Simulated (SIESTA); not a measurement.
# A short convergence ladder for Sc2Al (P6_3/mmc, 6 atoms in the cell)

```
CELL_PARAMETERS angstrom
      4.87793     0.00000     0.00000
     -2.43897     4.22441     0.00000
      0.00000     0.00000     6.14294
ATOMIC_POSITIONS crystal
  Sc 0.00000 0.00000 0.00000
  Sc 0.00000 0.00000 0.50000
  Sc 0.33333 0.66667 0.75000
  Sc 0.66667 0.33333 0.25000
  Al 0.33333 0.66667 0.25000
  Al 0.66667 0.33333 0.75000
```

Base method: LDA PW92, numerical atomic orbitals DZP, PseudoDojo LDA standard norm-conserving potentials (rewritten from UPF to PSML) (SIESTA 5.4.2).

Base settings: XC.functional = LDA; XC.authors = PW92; potentials = PseudoDojo LDA standard; PAO.BasisSize = DZP; PAO.EnergyShift = 0.01 Ry; MeshCutoff = 300 Ry; kgrid.MonkhorstPack = 4 4 3; OccupationFunction = FD; ElectronicTemperature = 100 meV; MaxSCFIterations = 150.

Core times come from one kind of shared machine, to one figure; runs under 30 s give none.

**The force threshold of a relaxation**

On Sc₂Al (P3m1, 6 atoms in the cell): one atom moved by 0.15 angstrom.

In this ladder: MD.TypeOfRun = CG; MD.Steps = 40.

The mesh stays at the base's, so the ladder's end is converged at best in this setting alone.

Only quantities that move along the ladder and can be compared are tabulated.

| MD.MaxForceTol | free energy less the last step's (meV/atom) | largest force left (eV/Å) | relaxation steps | core time / last (rough) |
|---|---|---|---|---|
| 0.2 eV/Ang | 0.63 | 0.1828 | 2 | 0.1 |
| 0.1 eV/Ang | 0.22 | 0.0746 | 4 | 0.2 |
| 0.05 eV/Ang | 0.01 | 0.0101 | 6 | 0.3 |
| 0.03 eV/Ang | 0.01 | 0.0101 | 6 | 0.3 |
| 0.02 eV/Ang | 0.01 | 0.0101 | 6 | 0.3 |
| 0.01 eV/Ang | 0.01 | 0.0025 | 8 | 0.4 |
| 0.005 eV/Ang | 0.01 | 0.0025 | 8 | 0.4 |
| 0.002 eV/Ang | 0.00 | 0.0018 | 23 | 1.0 |
| 0.001 eV/Ang | 0.00 | 0.0007 | 26 | 1 |

Coarsest MD.MaxForceTol that holds the free energy within 0.05 meV/atom of the last step, with all finer ones: 0.05 eV/Ang, at about 0.3 of the last step's time; the step before is off by 0.22 meV/atom.

Coarsest MD.MaxForceTol that holds the largest force left within 0.02 eV/Å of the last step, with all finer ones: 0.05 eV/Ang, at about 0.3 of the last step's time; the step before is off by 0.074 eV/Å.

On the base run: the starting cell comes from a database of computed structures (which also holds hypothetical and non-ambient phases and stackings), without a prior relaxation at this level. Its lattice was rescaled by up to half a per cent. Values carry the incompleteness of an atom-centred basis. In the base run, with a pressure of about -4 GPa the cell is away from its equilibrium volume at this level. Without a gap this mesh is coarse (it stands for a supercell whose shortest vector is 18 Å).
